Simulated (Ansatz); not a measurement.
Consider GaN in the wurtzite structure (space group P6_3mc, No. 186; a = 3.219 Å, c = 5.244 Å). Axes: x lies along a and z along c of the hexagonal cell.

(Cell as relaxed with PBE.)

Levels (all Ansatz, a quantum-chemistry and plane-wave program, PAW, earlier PAW set): PBE (420 eV, spin-orbit coupling left out); r2SCAN (500 eV, spin-orbit coupling left out).

Each level relaxes its own structure.

```
base                      PBE    r2SCAN
-------------------  --------  --------
volume per atom      11.76 Å³  11.37 Å³
lattice parameter a   3.219 Å   3.183 Å
band gap              1.71 eV   2.35 eV
```

Perturbation: compressive biaxial strain of 1.74 % in the plane normal to [001], as in epitaxy on a mismatched substrate; the out-of-plane cell vector and the atoms relax.

| quantity | PBE | r2SCAN |
|---|---|---|
| out-of-plane strain | +0.79 % | … |
| valence-band top at Γ (three highest levels, from the VBM) | 0.00, 0.00, -0.20 eV | … |
| pressure (mean of the normal stresses, compression positive) | 49.7 kbar | … |

Task: What does r2SCAN give?

Result: 
- out-of-plane strain, r2SCAN: +0.83 %
- valence-band top at Γ (three highest levels, from the VBM), r2SCAN: 0.00, 0.00, -0.21 eV
- pressure (mean of the normal stresses, compression positive), r2SCAN: 55.6 kbar

PBE's out-of-plane strain lies 0.04 % below r2SCAN's; PBE's pressure lies 5.98 kbar below r2SCAN's. Neither level is exact; r2SCAN is the comparison here, not a measurement.

Whether these cells are dynamically stable was not tested.
